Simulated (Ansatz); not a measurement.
Ansatz (a first-principles code) run on NaAsF6 (Fm-3m, 8 atoms in the cell): self-consistent single point

Level of theory: PBEsol, default PAW files made with PBE (plane waves; Ansatz).

This input was run:

Ansatz 0.2 input:
```yaml
# NaAsF6
crystal:
  lattice:
    - [0.000000, 3.965923, 3.965923]
    - [3.965923, 0.000000, 3.965923]
    - [3.965923, 3.965923, 0.000000]
  atoms:
    - { symbol: Na, position: [0.500000, 0.500000, 0.500000] }
    - { symbol: As, position: [0.000000, 0.000000, 0.000000] }
    - { symbol: F, position: [0.781630, 0.781630, 0.218370] }
    - { symbol: F, position: [0.218370, 0.218370, 0.781630] }
    - { symbol: F, position: [0.218370, 0.781630, 0.781630] }
    - { symbol: F, position: [0.781630, 0.218370, 0.218370] }
    - { symbol: F, position: [0.781630, 0.218370, 0.781630] }
    - { symbol: F, position: [0.218370, 0.781630, 0.218370] }
kpoints:
  mp_grid: { grid: [4, 4, 4] }
hamiltonian:
  xc: pbesol
  pseudopotentials: { kind: paw }
scf:
  occupations: { method: fixed }
output:
  forces: true
  eigenvalues: true
  stress: true
```

The program printed (abridged):

```
WARN basis.ecutwfc = 420 eV, the default
WARN ansatz: RAYON_NUM_THREADS=1 ignored (pool sized by the plan → 1); use --threads N
Pseudopotentials: kind: paw
Pseudopotential: Na, paw, valence charge 9
Pseudopotential: As, paw, valence charge 15
Pseudopotential: F, paw, valence charge 7
Crystal: 8 atoms, lattice volume = 124.756 Å³
Basis set: ecut = 420 eV, 2421 PW (Γ), exchange–correlation on 80×80×80 points (8 copies of the dense FFT grid, shifted against one another)
Bands: 41, of which v1, the nominal top of the filled ones, is band 33 counted from 1 (32 counted from 0)
Symmetry: 48 space group operations
Space group: Fm-3m (ITA 225), of the structure as read, at distance tolerance 5.0e-5 Å
k-points: 8 of 64
PAW frozen core: Na, regenerated for the run's functional, and the local potential with it
PAW frozen core: As, regenerated for the run's functional, and the local potential with it
PAW frozen core: F, regenerated for the run's functional, and the local potential with it
Initial density: superposition of atomic densities (neutral atoms: chi_scale 0, normalization atom), corrected by the library's trained network
Initial wavefunctions: pseudopotential atomic-orbital guess
Eigensolver: davidson
Functional: x = pbesol(κ = 0.804, μ = 0.12345679012345678), c = pbesol(β = 0.046)
SCF iter   1: F=—  HF=-11093.950909 eV  |F-HF|=—  |Δ(HF+E_count)|=         —  Δρ=1.02e-2  dr2=7.54e-2  ethr=1.77e-3  ⟨swp⟩=4.2  Hψ=1272  notcnv=0  defer=46
all-band conjugate gradients solve this SCF's bands
preconditioner: auto → Resta (q_TF=auto, 2.454 Å⁻¹)
SCF iter   2: F=—  HF=-11093.927593 eV  |F-HF|=—  |Δ(HF+E_count)|=   2.33e-2  Δρ=1.19e-3  dr2=6.40e-4  ethr=1.14e-4  ⟨swp⟩=2.0  Hψ=594  notcnv=0  defer=46
SCF iter   3: F=—  HF=-11093.927596 eV  |F-HF|=—  |Δ(HF+E_count)|=   3.12e-6  Δρ=4.13e-4  dr2=1.22e-4  ethr=9.70e-7  ⟨swp⟩=2.0  Hψ=586  notcnv=0  defer=47
SCF iter   4: F=—  HF=-11093.927738 eV  |F-HF|=—  |Δ(HF+E_count)|=   1.42e-4  Δρ=1.55e-4  dr2=1.82e-5  ethr=1.86e-7  ⟨swp⟩=2.8  Hψ=514  notcnv=0  defer=46
SCF iter   5: F=—  HF=-11093.927896 eV  |F-HF|=—  |Δ(HF+E_count)|=   1.59e-4  Δρ=2.49e-5  dr2=1.04e-6  ethr=2.76e-8  ⟨swp⟩=2.0  Hψ=585  notcnv=0  defer=28
SCF iter   6: F=-11093.927898 eV  HF=-11093.927898 eV  |F-HF|=4.43e-8  |Δ(HF+E_count)|=   1.07e-6  Δρ=8.71e-6  dr2=9.28e-8  ethr=1.52e-10  ⟨swp⟩=10.6  Hψ=1660  notcnv=0
SCF 1 converged in 6 iterations: F = -11093.927898 eV  dr2 = 9.28e-8
SCF converged after 6 iterations
Free energy (F): -11093.927898 eV
Harris-Foulkes:  -11093.927898 eV  (|F-HF|=4.43e-8)
Internal energy: -11093.927898 eV  (E = F + TS)
E sigma→0 (E₀):  -11093.927898 eV
Fermi energy:    -1.458164 eV
--- Per-component energies (eV) ---
  E_band       = -975.938219
  E_kinetic    = 1463.888374
  E_local      = -9057.755505  (includes V_loc(G=0)·N_el)
  E_nonlocal   = -99.586048
  E_hartree    = 3835.748703
  E_xc         = -585.343885
  E_vxc        = -733.211165  (∫ρ·V_xc dr)
  E_paw        = -3219.793028  (= ΣΔE_a)
  E_vpaw       = -220.773039  (= ΣTr[D̂ρ^β])
  E_aug_tail   = 0.011917  (compensation charges beyond the density's cutoff)
  E_ewald      = -3432.374204
  E_core_change = 1.275778  (= ΣΔE_core)
  E_smearing   = -0.000000  (= −TS)
  E_closure    = -0.000000  (closes the sum)
  Σ components = -11093.927898   (vs F -11093.927898, Δ=0.00e0)
--- Forces (eV/Å), atoms counted from 1 ---
  atom   1  Na     0.00000000    -0.00000000    -0.00000000
  atom   2  As    -0.00000000    -0.00000000     0.00000000
  atom   3  F      0.00000000    -0.00000000    -0.32643384
  atom   4  F     -0.00000000    -0.00000000     0.32643384
  atom   5  F     -0.32643384     0.00000000    -0.00000000
  atom   6  F      0.32643384    -0.00000000     0.00000000
  atom   7  F     -0.00000000    -0.32643384     0.00000000
  atom   8  F      0.00000000     0.32643384     0.00000000
  max |Σ_I F_I| component: 2.19e-16 eV/Å
--- Stress (GPa, compression-positive) ---
        2.960915      -0.000000       0.000000
        0.000000       2.960915      -0.000000
        0.000000      -0.000000       2.960915
  P = ⅓ Tr σ = 2.9609 GPa (29.609 kbar)
  The stress holds the Pulay correction. Without it, at fixed plane waves, as pw.x and ABINIT print it: P = 2.3166 GPa
--- Band table (eV; the first three rows and the last of 8) ---
  k-point 0: bands = ["-47.7461", "-36.4021", "-36.4021", "-36.2275", "-36.2275", "-36.2275", "-23.8803", "-22.2457", "-22.2457", "-22.2457", "-21.3120", "-21.3120", "-19.7967", "-19.7967", "-19.7967", "-10.0817", "-6.1980", "-6.1980", "-6.1980", [...]
  k-point 1: bands = ["-47.7461", "-36.4021", "-36.4021", "-36.2275", "-36.2275", "-36.2275", "-23.8705", "-22.2523", "-22.2177", "-22.2177", "-21.3633", "-21.3633", "-19.8146", "-19.7739", "-19.7739", "-9.9667", "-6.3013", "-6.1251", "-6.1251", [...]
  k-point 2: bands = ["-47.7461", "-36.4021", "-36.4021", "-36.2275", "-36.2275", "-36.2275", "-23.8605", "-22.2589", "-22.1867", "-22.1867", "-21.4168", "-21.4168", "-19.8324", "-19.7521", "-19.7521", "-9.8441", "-6.4133", "-6.0468", "-6.0468", [...]
  k-point 7: bands = ["-47.7461", "-36.4021", "-36.4021", "-36.2275", "-36.2275", "-36.2275", "-23.8380", "-22.2572", "-22.2572", "-22.2123", "-21.3805", "-21.3605", "-19.7948", "-19.7948", "-19.7777", "-9.8217", "-6.1793", "-6.0641", "-6.0641", [...]
```

The run converged in 6 iterations.

The starting cell comes from a database of computed structures (which also holds hypothetical and non-ambient phases and stackings), without a prior relaxation at this level. Its lattice was rescaled by a random factor within 2.5 % of one. Ansatz's pressure includes its estimate of the finite-basis (Pulay) stress. Without the estimate this run gives 2.32 GPa.
